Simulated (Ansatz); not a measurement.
Effect of uniaxial strain ε_zz = +0.50 % on GaN

Base system: GaN in the zinc blende structure (space group F-43m, No. 216; a = 4.498 Å). Axes: x, y, z lie along the cube axes.

The change: the cell is stretched by 0.50 % along z with no lateral relaxation, atoms relaxed at fixed cell.

Calculations: r2SCAN, PAW, 500 eV (Ansatz, a program for electronic structure; spin-orbit coupling left out). Γ-centred 13×13×13 mesh, Fermi–Dirac width 0.05 eV.

* **Volume per atom**: 11.43 Å³ (base 11.37 Å³)
* **Energy relative to the base (free energy F)**: +0.3 meV/atom
* **Pressure (mean of the normal stresses, compression positive)**: -9.7 kbar (base 0.0 kbar)
* **Band gap**: 2.13 eV (base 2.17 eV)
* **Gap character**: direct at Γ (base direct at Γ)
* **Electron mass**: 0.17 mₑ (at Γ) (base 0.17 mₑ (at Γ))
* **Valence-band top at Γ (three highest levels, from the VBM)**: 0.00, 0.00, -0.02 eV (base 0.00, 0.00, 0.00 eV)
* **Stress (xx, yy, zz, yz, xz, xy; compression positive)**: (-0.75, -0.75, -1.42, 0.00, 0.00, 0.00) GPa

Cost of the whole job for the changed cell (relaxation, final SCF and bands): very roughly 40 core-seconds.

Masses are band curvatures over ±0.01 Å⁻¹ around the edge. Whether these cells are dynamically stable was not tested. This is not the structure that GaN has at room temperature and ambient pressure. k-point labels follow each cell's own Brillouin zone.
